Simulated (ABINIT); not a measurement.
A user runs ABINIT on VW (Cmmm, 2 atoms in the cell) and asks whether the run is sound. The aim is a self-consistent single point with DFT, LDA (PW92), plane waves, PAW (JTH v2.0 LDA PAW).

Cell that was meant: a = 2.6756 Å, b = 2.6756 Å, c = 4.2261 Å, α = 90.00°, β = 90.00°, γ = 110.31°.

Part of the input:

```
nshiftk 1
shiftk 0 0 0
nstep 60
toldfe 0.01
prtwf 0
prtden 0
prtvol 1
```

Log, with long lists cut:

```
 Symmetries : space group Cm m m (# 65); Bravais oC (1-face-center ortho.)

 -outvars: echo values of preprocessed input variables --------
   [... lines left out ...]

 getcut: wavevector=  0.0000  0.0000  0.0000  ngfft=  27  27  40
         ecut(hartree)=     30.000   => boxcut(ratio)=   2.03139

 Fine grid specifications (used for densities):

 getcut: wavevector=  0.0000  0.0000  0.0000  ngfft=  36  36  60
         ecut(hartree)=     60.000   => boxcut(ratio)=   2.04216

   1.83570666E+03                                ecore*ucvol(ha*bohr**3)

 newkpt: prtvol=0 or 1, do not print more k-points.
_setup2: Arith. and geom. avg. npw (full set) are    1502.692    1502.682
--- !BeginCycle
solver: {iscf: 17, nstep: 60, nline: 4, wfoptalg: 10, }
tolerances: {toldfe: 1.00E-02, }
...

     iter   Etot(hartree)      deltaE(h)  residm     nres2
 ETOT  1  -135.19471119205    -1.352E+02 1.646E+01 1.451E+02
 ETOT  2  -142.74692633669    -7.552E+00 2.238E-01 5.332E+02
 ETOT  3  -141.68961324545     1.057E+00 1.177E-01 1.033E+02
 ETOT  4  -141.62576342129     6.385E-02 8.066E-02 7.104E+01
 ETOT  5  -141.58269677176     4.307E-02 6.690E-02 4.675E+01
 ETOT  6  -141.50919978129     7.350E-02 3.678E-02 5.311E-01
 ETOT  7  -141.51274110135    -3.541E-03 1.209E-01 1.304E+00
 ETOT  8  -141.51194928277     7.918E-04 7.632E-03 5.540E-01
 At SCF step    8, etot is converged :
  for the second time, diff in etot=  7.918E-04 < toldfe=  1.000E-02

 Cartesian components of stress tensor (hartree/bohr^3)
  sigma(1 1)= -8.14786795E-04  sigma(3 2)=  0.00000000E+00
  sigma(2 2)= -7.70837923E-04  sigma(3 1)=  0.00000000E+00
  sigma(3 3)= -9.31701964E-04  sigma(2 1)=  0.00000000E+00

 ----iterations are completed or convergence reached----

 reduced coordinates (array xred) for    2 atoms
       0.000000000000      0.000000000000      0.000000000000
       0.500000000000      0.500000000000      0.500000000000
 cartesian forces (eV/Angstrom) at end:
    1     -0.00000000000000    -0.00000000000000    -0.00000000000000
    2     -0.00000000000000    -0.00000000000000    -0.00000000000000
   [... lines left out ...]
 Fermi (or HOMO) energy (hartree) =   0.36748   Average Vxc (hartree)=  -0.48270
   [... lines left out ...]
total_energy        : -1.41414672366034E+02
total_energy_eV     : -3.84808893318830E+03
...

-Cartesian components of stress tensor (GPa)         [Pressure=  2.4687E+01 GPa]
- sigma(1 1)= -2.39718511E+01  sigma(3 2)=  0.00000000E+00
- sigma(2 2)= -2.26788309E+01  sigma(3 1)=  0.00000000E+00
- sigma(3 3)= -2.74116136E+01  sigma(2 1)=  0.00000000E+00

 Calculation completed.
```

Is anything amiss in this input, and did it matter?

The run is not sound. The fault is a convergence threshold that is too loose. A loop that stops early leaves an energy error of second order in the density error, but errors of first order in forces and stress. To fix it, tighten the threshold. The run converged in 8 iterations without an error; against the sound input the free energy falls by 7.8 meV/atom and the pressure goes from -3.06 to 24.69 GPa.

The sound input it was made from differs as follows (other fixes are possible):
```diff
-toldfe 0.01
+tolvrs 1.0e-10
```

With that input, the run converged in 21 iterations: free energy E − TS -3850.72 eV; Fermi level (on the code's own zero) 9.91 eV; pressure -3.06 GPa (DFT, LDA (PW92), plane waves, PAW (JTH v2.0 LDA PAW)).

On the sound input: the starting cell comes from a database of computed structures (which also holds hypothetical and non-ambient phases and stackings), without a prior relaxation at this level. Its lattice was rescaled by a random factor within 2.5 % of one. Spin polarisation is off. With a pressure of about -3 GPa the cell is away from its equilibrium volume at this level.
